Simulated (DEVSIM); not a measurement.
Structure: TaN/SiO2/p-Si capacitor, at 400 K.

| layer (left to right) | material | thickness (nm) | Na (cm⁻³) |
|---|---|---|---|
| 1 | SiO2 | 6.00 | - |
| 2 | Si | 420 | 1.9e18 |

Metal gate on the left, work function 4.4 eV. Fixed charge at the semiconductor interface 1.3e11 cm⁻² (in units of +e); no interface traps.

This is a model device: material constants are rounded textbook-type values typed into the input, and sizes, dopings and lifetimes were drawn at random. Values at 300 K; Nc and Nv go as T^1.5, mobilities as T to minus their exponent, the gap by Varshni's rule with the affinity fixed.

```
parameter         SiO2        Si
----------------  ----  --------
gap (eV)             9     1.124
affinity (eV)      0.9      4.05
permittivity       3.9      11.7
Nc (cm⁻³)            -   2.86e19
Nv (cm⁻³)            -    3.1e19
Varshni α (eV/K)     -  0.000473
Varshni β (K)        -       636
```

DEVSIM, 1D Poisson equation in equilibrium, Boltzmann statistics, complete ionisation; no quantum confinement or tunnelling. Metal contacts follow the ideal Schottky-Mott rule: no Fermi-level pinning, no interface dipoles.

The interface trap density was swept, all else fixed.

```tsv
interface trap density (cm^-2 eV^-1)	flat-band voltage (V)	minimum of the low-frequency capacitance (μF/cm²)
0	-0.67	0.263
1e10	-0.67	0.263
1e11	-0.69	0.268
3e11	-0.73	0.277
1e12	-0.85	(withheld)
2e12	-1.04	0.336
```

Task: Complete the blanks.

Result: 
- 1e12, minimum of the low-frequency capacitance (μF/cm²): 0.305
